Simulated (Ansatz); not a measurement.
We consider cubic perovskite CsPbBr₃ (cubic high-temperature phase), described by PBE (PAW; Ansatz, an electronic-structure program).

Settings: plane-wave cutoff 520 eV, 4×4×4 k mesh, scalar-relativistic PAW data made under PBE.

Cell (relaxed at this level):

```
CELL_PARAMETERS angstrom
      6.00991     0.00000     0.00000
      0.00000     6.00991     0.00000
      0.00000     0.00000     6.00991
ATOMIC_POSITIONS crystal
  Cs 0.00000 0.00000 0.00000
  Pb 0.50000 0.50000 0.50000
  Br 0.50000 0.00000 0.50000
  Br 0.00000 0.50000 0.50000
  Br 0.50000 0.50000 0.00000
```

### Question
What does this level give for the Poisson ratio, elastic constant C44, Voigt–Reuss–Hill bulk modulus, elastic constant C11, Young modulus and elastic constant C12?

### Answer

* **Poisson ratio**: 0.313
* **elastic constant C44**: 4.24 GPa
* **Voigt–Reuss–Hill bulk modulus**: 18.6 GPa
* **elastic constant C11**: 42.7 GPa
* **Young modulus**: 20.9 GPa
* **elastic constant C12**: 6.53 GPa

Note: the relaxation could not lower the start's symmetry, so the cell can be a saddle point above a distorted one.

Elastic constants are with the ions relaxed.

Spin–orbit coupling is not included; it can shift volumes and moduli of such heavy elements.

Static lattice: no zero-point or thermal effects.

Computing time: about 70 core-seconds (a rough figure).
